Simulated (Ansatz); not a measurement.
By PBEsol, the system below comes out a metal.

Input:

```xyz
2
Lattice="2.8108 0.0000 0.0000 0.0000 2.8108 0.0000 0.0000 0.0000 4.0664" Properties=species:S:1:pos:R:3 pbc="T T T"
Ti     1.4054     1.4054     2.0332
Al     0.0000     0.0000     0.0000
```

Space group of this cell: P4/mmm. The cell is taken as given; by PBEsol its mean pressure is -2.1 GPa.

The current runs along the normal of the first two printed vectors, the (001) plane. All runs by Ansatz (an electronic-structure program), plane waves and PAW, without spin-orbit coupling; the base is PBEsol.

```tsv
run	mean pressure (GPa)	G/A, both spins (10¹⁵ S/m²)
base	-2.1	0.73
all lengths scaled by 0.98	5.6	[?]
all lengths scaled by 1.02	-8.0	0.68
lengths across the current scaled by 0.98, ions clamped	2.8	[?]
lengths across the current scaled by 1.02, ions clamped	-6.2	0.71
lengths along the current scaled by 0.97, ions clamped	1.5	[?]
lengths along the current scaled by 1.03, ions clamped	-5.2	0.73
```

Fill in the missing entries.


- all lengths scaled by 0.98, G/A, both spins (10¹⁵ S/m²): 0.76
- lengths across the current scaled by 0.98, ions clamped, G/A, both spins (10¹⁵ S/m²): 0.76
- lengths along the current scaled by 0.97, ions clamped, G/A, both spins (10¹⁵ S/m²): 0.76
